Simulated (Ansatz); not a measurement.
The parent structure is Ag in the fcc (Cu type) structure (space group Fm-3m, No. 225; a = 4.0538 Å; relaxed with 0.1 eV smearing). Axes: x, y, z lie along the cube axes.

Computed with plane-wave PAW DFT at the PBEsol level (Ansatz, a first-principles code, 420 eV), spin-orbit coupling left out.

Modification: tensor shear ε_xy = +0.57 % (engineering shear γ = 0.0114), atoms relaxed at fixed cell.

### Question
How does this affect the energy relative to the base?

### Answer
The energy grows by 0.4 meV/atom.

### Question
Predict the new stress.

### Answer
The stress (xx, yy, zz, yz, xz, xy; compression positive) is (0.0, 0.0, 0.0, 0.0, 0.0, -0.6) GPa.

The cells carry an imposed strain or load. Whether these cells are dynamically stable was not tested.
